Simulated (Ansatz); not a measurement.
Take WC (space group P-6m2, No. 187; a = 2.922 Å, c = 2.846 Å; relaxed with 0.1 eV smearing) as the base. Axes: x lies along a and z along c of the hexagonal cell.

Calculations: Ansatz (a program for electronic structure) PBE, no spin-orbit coupling.

Strains are applied to the cell and any free atomic positions relax.

One change was made to it. Results:

```tsv
quantity	base	after
shortest interatomic distance	2.207 Å	2.194 Å
energy relative to the base (free energy F)	0 meV/atom	+7.2 meV/atom
pressure (mean of the normal stresses, compression positive)	0.0 GPa	6.8 GPa
```

**Question.** What was done to the base?
A. uniaxial strain ε_zz = −1.50 %
B. uniaxial strain ε_zz = +3.00 %
C. uniaxial strain ε_zz = −2.50 %

**Answer.** A, uniaxial strain ε_zz = −1.50 %. For comparison, the energy relative to the base in the other runs: uniaxial strain ε_zz = −2.50 % gives +20 meV/atom; uniaxial strain ε_zz = +3.00 % gives +26 meV/atom.

Stability against distortions was not tested. All final runs are without spin polarisation.
